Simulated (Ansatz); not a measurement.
We consider Sr2TaNO3 (model structure, I4mm, No. 107, 7 atoms in the cell), described by PBEsol+SOC (Ansatz, a first-principles code, plane waves, PAW).

Numerical settings: plane-wave cutoff 520 eV, 12×12×12 k mesh, Fermi–Dirac smearing 0.01 eV, PAW data made under PBE.

Cell (relaxed with PBEsol):

```yaml
crystal:
  lattice:
    - [-1.97788, 1.97788, 6.51506]
    - [1.97788, -1.97788, 6.51506]
    - [1.97788, 1.97788, -6.51506]
  atoms:
    - { symbol: Ta, position: [0.99114, 0.99114, 0.00000] }
    - { symbol: O, position: [0.50682, 0.00682, 0.50000] }
    - { symbol: O, position: [0.00682, 0.50682, 0.50000] }
    - { symbol: O, position: [0.16030, 0.16030, 0.00000] }
    - { symbol: N, position: [0.84494, 0.84494, 0.00000] }
    - { symbol: Sr, position: [0.34237, 0.34237, 0.00000] }
    - { symbol: Sr, position: [0.64762, 0.64762, 0.00000] }
```

Question: Estimate the band gap and smallest direct gap on the k points sampled that the calculation returns.

Answer: 
- band gap: 1.29 eV (indirect)
- smallest direct gap on the k points sampled: 1.44 eV

Note: the relaxation could raise the start's symmetry but not lower it, so the cell can be a saddle point.

A model structure was made by putting elements into a prototype or built by hand; it is no filed structure, need not be a known phase, and can be a saddle point held by its symmetry.
